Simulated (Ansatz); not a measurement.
We consider MgCdTe2 (R3m, No. 160, 4 atoms in the cell; start mp-1222019), described by PBEsol (plane waves, PAW; Ansatz, a program for electronic structure).

Settings: plane-wave cutoff 500 eV, 10×10×10 k mesh, gaussian smearing 0.02 eV, scalar-relativistic PAW data made under PBE.

Cell (relaxed at this level):

```
CdMgTe2
1.0
    2.28850     1.32126     7.44388
   -2.28850     1.32126     7.44388
    0.00000    -2.64253     7.44388
Mg Cd Te
1 1 2
Direct
  0.50074   0.50074   0.50074
  0.99967   0.99967   0.99967
  0.87384   0.87384   0.87384
  0.37573   0.37573   0.37573
```

Task: Estimate the band gap that the calculation returns.

Result: 
- band gap: 1.28 eV (on the SCF k mesh)

Note: the relaxation could not lower the start's symmetry, so the cell can be a saddle point above a distorted one.

Spin–orbit coupling is not included; with these elements it can move the gap by several tenths of an eV or more.

A start named mp-… is a Materials Project structure, which need not be a measured phase.
